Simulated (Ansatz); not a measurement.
Phonon-limited resistivity of LuRh$_{3}$C (Pm-3m) against temperature in μΩ·cm, Ansatz (a quantum-chemistry and plane-wave program) with PBEsol, DFPT electron-phonon coupling, linearised Boltzmann equation, harmonic crystal at a fixed cell.

```csv
T,ρ
50 K,1.59
77 K,4.5
100 K,7.3
150 K,___
200 K,___
250 K,24
273 K,27
300 K,30
```

Task: Some entries are withheld; supply them.

Result: 
- 150 K, ρ: 13.1
- 200 K, ρ: 18.7

A metal at this level (no band gap). Only scattering by harmonic phonons is included (no impurities, grain boundaries, electron-electron scattering or thermal expansion). Spin-orbit coupling is left out, which matters with elements this heavy. Few carriers conduct, so the values hang on small band overlaps. Halving the electron mesh (20x20x20) moves the resistivity by up to 15 %. Smearing 0.20 eV; phonons on a 4x4x4 q mesh, which this run doesn't test and which matters most at low temperature.

Computed structure with no diffraction record at hand here (it may be known, metastable or hypothetical): LuRh3C (Pm-3m).
